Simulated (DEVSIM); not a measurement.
Structure: Ni/Si3N4/p-Ge capacitor, at 400 K.

```csv
layer (left to right),material,thickness (nm),Na (cm⁻³)
1,Si3N4,2.90,-
2,Ge,730,6.6e17
```

Metal gate on the left, work function 5.1 eV. Fixed charge at the semiconductor interface 1.8e12 cm⁻² (in units of +e); no interface traps.

Constants are typed, rounded textbook-type inputs, not results; the design itself was drawn at random and stands for no fabricated device. Values at 300 K; Nc and Nv go as T^1.5, mobilities as T to minus their exponent, the gap by Varshni's rule with the affinity fixed.

| parameter | Si3N4 | Ge |
|---|---|---|
| gap (eV) | 5.1 | 0.664 |
| affinity (eV) | 2.1 | 4 |
| permittivity | 7.5 | 16 |
| Nc (cm⁻³) | - | 1.04e19 |
| Nv (cm⁻³) | - | 6e18 |
| Varshni α (eV/K) | - | 0.000477 |
| Varshni β (K) | - | 235 |

Model (solved in DEVSIM): 1D Poisson equation in equilibrium, Boltzmann statistics, complete ionisation; no quantum confinement or tunnelling. Metal contacts follow the ideal Schottky-Mott rule: no Fermi-level pinning, no interface dipoles.

The Si3N4 thickness was swept, all else fixed.

```json
[
 {"Si3N4 thickness (μm)": "0.0012", "capacitance of the dielectric stack (μF/cm²)": "5.53", "minimum of the low-frequency capacitance (μF/cm²)": "0.489", "flat-band voltage (V)": "0.52", "threshold voltage (band bending 2φF) (V)": "1.00"},
 {"Si3N4 thickness (μm)": "0.0016", "capacitance of the dielectric stack (μF/cm²)": "4.15", "minimum of the low-frequency capacitance (μF/cm²)": "0.474", "flat-band voltage (V)": "0.50", "threshold voltage (band bending 2φF) (V)": "1.01"},
 {"Si3N4 thickness (μm)": "0.002", "capacitance of the dielectric stack (μF/cm²)": "3.32", "minimum of the low-frequency capacitance (μF/cm²)": "0.461", "flat-band voltage (V)": "0.48", "threshold voltage (band bending 2φF) (V)": "1.01"},
 {"Si3N4 thickness (μm)": "0.0025", "capacitance of the dielectric stack (μF/cm²)": "2.66", "minimum of the low-frequency capacitance (μF/cm²)": "0.446", "flat-band voltage (V)": "0.46", "threshold voltage (band bending 2φF) (V)": "1.02"},
 {"Si3N4 thickness (μm)": "0.0029", "capacitance of the dielectric stack (μF/cm²)": "2.29", "minimum of the low-frequency capacitance (μF/cm²)": "0.434", "flat-band voltage (V)": "0.44", "threshold voltage (band bending 2φF) (V)": "1.02"},
 {"Si3N4 thickness (μm)": "0.0035", "capacitance of the dielectric stack (μF/cm²)": "1.90", "minimum of the low-frequency capacitance (μF/cm²)": "0.418", "flat-band voltage (V)": "0.42", "threshold voltage (band bending 2φF) (V)": "1.03"}
]
```

From the first row to the last the capacitance of the dielectric stack goes from 5.53 to 1.90. From the first row to the last the minimum of the low-frequency capacitance goes from 0.489 to 0.418.
